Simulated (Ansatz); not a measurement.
The starting structures come from a database of crystals and need not be the phases stable at ambient conditions.

 Where the default PAW files enter, the runs use the earlier of Ansatz's two default sets.

Inside the gap of an insulator the Bloch states are evanescent, with a wavenumber k + iκ along the transport direction.

Data:

```
CELL_PARAMETERS angstrom
      3.85691     0.00000     0.00000
     -1.92845     3.34018     0.00000
      1.92845     1.11339     5.86000
ATOMIC_POSITIONS crystal
  Cd 0.00000 0.00000 0.00000
  Cl 0.50266 0.25133 0.24602
  Cl 0.49734 0.74867 0.75398
```

Space group of this cell: R-3m. The cell was relaxed by PBE-D3(BJ); by PBEsol its mean pressure is -1.2 GPa.

Transport runs along the normal of the first two printed cell vectors, the (001) plane of the conventional cell.

The gap is the functional's own, uncorrected, and κ follows it; spin-orbit coupling is left out. Mid-gap values are interpolated between the computed energies.

### Question
Give the band gap and the smallest decay constant κ at mid-gap that PBEsol in Ansatz (a quantum-chemistry and plane-wave program) yields.

### Answer
Gap 3.31 eV on a 10×10×10 mesh; κ = 0.289 1/Å, at the zone centre.
